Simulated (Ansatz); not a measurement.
**What uniaxial strain ε_zz = −1.00 % does to GaSb**

Base system: GaSb in the zinc blende structure (space group F-43m, No. 216; a = 6.1115 Å). Axes: x, y, z lie along the cube axes.

Now apply this change: the cell is compressed by 1.00 % along z with no lateral relaxation, atoms relaxed at fixed cell.

All numbers come from PBEsol, PAW, 420 eV (Ansatz, a program for electronic structure; no spin-orbit coupling). Γ-centred 13×13×13 mesh, Fermi–Dirac width 0.05 eV.

* **Volume per atom**: 28.25 Å³ (base 28.53 Å³)
* **Space group**: I-4m2 (No. 119) (base F-43m (No. 216))
* **Shortest interatomic distance**: 2.638 Å (base 2.646 Å)
* **Energy relative to the base (free energy F)**: +0.7 meV/atom
* **Pressure (mean of the normal stresses, compression positive)**: 0.5 GPa (base 0.0 GPa)
* **Band gap**: zero (base zero)
* **Stress (xx, yy, zz, yz, xz, xy; compression positive)**: (0.4, 0.4, 0.8, 0.0, 0.0, 0.0) GPa (rough)

Without a gap, meshes like the base's 13×13×13 leave anisotropic stresses uncertain by several tenths of a GPa, and small strain energies with them. Spin-orbit coupling, missing from the scalar runs, can matter with Sb. Stability against distortions was not tested. All final runs are without spin polarisation. Gaps under 0.05 eV, about the width of the smearing, are given as zero. The zero or small gap of GaSb can change with the level of theory.
